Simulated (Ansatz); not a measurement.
A user runs Ansatz (an electronic-structure program) on HfSi (I4_1md, 4 atoms in the cell) and asks whether the run is sound. The aim is a self-consistent single point with DFT, PBE, plane waves, default PAW files.

Cell that was meant: a = 6.4427 Å, b = 6.4427 Å, c = 6.4427 Å, α = 148.37°, β = 148.37°, γ = 45.34°.

Part of the input:

Ansatz 0.2 input:
```yaml
    - { symbol: Si, position_ang: [0.00000000, 1.75597900, 4.94613933] }
kpoints:
  mp_grid:
    grid: [1, 1, 1]
hamiltonian:
  xc: pbe
  pseudopotentials:
```

Log, with long lists cut:

```
WARN basis.ecutwfc = 420 eV, the default
WARN ansatz: RAYON_NUM_THREADS=1 ignored (pool sized by the plan → 1); use --threads N
   [... lines left out ...]
Bands: 36, of which v1, the nominal top of the filled ones, is band 30 counted from 1 (29 counted from 0)
Symmetry: 8 space group operations
Space group: I41md (ITA 109), of the structure as read, at distance tolerance 4.2e-5 Å
k-points: 1
Initial density: superposition of atomic densities (neutral atoms: chi_scale 0, normalization atom), corrected by the library's trained network
Initial wavefunctions: pseudopotential atomic-orbital guess
Eigensolver: davidson
Functional: x = pbe(κ = 0.804, μ = 0.2195149727645171), c = pbe(β = 0.06672455060314922)
SCF iter   1: F=—  HF=-32709.958446 eV  |F-HF|=—  |Δ(HF+E_count)|=         —  Δρ=6.99e-2  dr2=4.49e0  ethr=1.77e-3  ⟨swp⟩=5.0  Hψ=127  notcnv=0
all-band conjugate gradients solve this SCF's bands
preconditioner: auto → Resta (q_TF=auto, 2.639 Å⁻¹)
SCF iter   2: F=—  HF=-32709.034655 eV  |F-HF|=—  |Δ(HF+E_count)|=   9.24e-1  Δρ=3.68e-2  dr2=1.13e0  ethr=1.77e-3  ⟨swp⟩=3.0  Hψ=59  notcnv=0
   [... lines left out ...]
SCF iter   7: F=—  HF=-32708.776085 eV  |F-HF|=—  |Δ(HF+E_count)|=   2.64e-4  Δρ=1.72e-4  dr2=2.28e-5  ethr=3.20e-6  ⟨swp⟩=2.0  Hψ=42  notcnv=0
SCF iter   8: F=—  HF=-32708.776110 eV  |F-HF|=—  |Δ(HF+E_count)|=   2.47e-5  Δρ=7.81e-5  dr2=4.91e-6  ethr=3.80e-8  ⟨swp⟩=2.0  Hψ=60  notcnv=0
SCF iter   9: F=—  HF=-32708.776109 eV  |F-HF|=—  |Δ(HF+E_count)|=   5.57e-7  Δρ=1.78e-5  dr2=2.41e-7  ethr=8.19e-9  ⟨swp⟩=2.0  Hψ=41  notcnv=0
SCF iter  10: F=-32708.776109 eV  HF=-32708.776109 eV  |F-HF|=1.93e-10  |Δ(HF+E_count)|=   4.45e-8  Δρ=1.54e-6  dr2=1.18e-9  ethr=1.67e-10  ⟨swp⟩=5.0  Hψ=148  notcnv=0
SCF 1 converged in 10 iterations: F = -32708.776109 eV  dr2 = 1.18e-9
Free energy (F): -32708.776109 eV
Internal energy: -32708.673200 eV  (E = F + TS)
E sigma→0 (E₀):  -32708.724655 eV
Entropy (-TS):   -0.102909 eV (-25.727 meV/atom)
Fermi energy:    15.910396 eV
--- Forces (eV/Å), atoms counted from 1 ---
  atom   1  Hf     0.00000000     0.00000000     1.29563780
  atom   2  Hf    -0.00000000    -0.00000000     1.29563780
  atom   3  Si    -0.00000000     0.00000000    -1.29564257
  atom   4  Si     0.00000000    -0.00000000    -1.29564257
--- Stress (GPa, compression-positive) ---
       -1.015541       0.000000      -0.000000
        0.000000      -1.015541       0.000000
       -0.000000       0.000000      18.746951
  P = ⅓ Tr σ = 5.5720 GPa (55.720 kbar)
  The stress holds the Pulay correction. Without it, at fixed plane waves, as pw.x and ABINIT print it: P = 5.5368 GPa
```

### Question
Can these results be used? Check the input.

### Answer
The run is not sound. The fault is a single k-point for a small metallic cell. One k-point cannot sample the Fermi surface of a small cell. To fix it, use a converged k-point mesh. The run converged in 10 iterations without an error; against the sound input the free energy goes up by 1.56 eV/atom, the pressure goes from 10.20 to 5.57 GPa and the largest force goes from 0.176 to 1.296 eV/Å.

An input that runs soundly differs in these lines (not the only fix; some lines may just follow from the change or write a value another way):
```diff
-    grid: [1, 1, 1]
+    grid: [11, 11, 11]
```

With that input, the run converged in 7 iterations: free energy E − TS (on the zero of these files) -32715.0208 eV; Fermi level (on the code's own zero) 15.52 eV; pressure 10.20 GPa; largest force (vector length) 0.176 eV/Å (DFT, PBE, plane waves, default PAW files).

On the sound input: the starting cell was generated: these elements placed on a structure prototype, without a prior relaxation; it need not be a known phase or ordering of this composition. Its lattice was rescaled by a random factor within 2.5 % of one. Spin-orbit coupling is off. With a pressure of about 10 GPa the cell is away from its equilibrium volume at this level. Ansatz's pressure includes its estimate of the finite-basis (Pulay) stress.
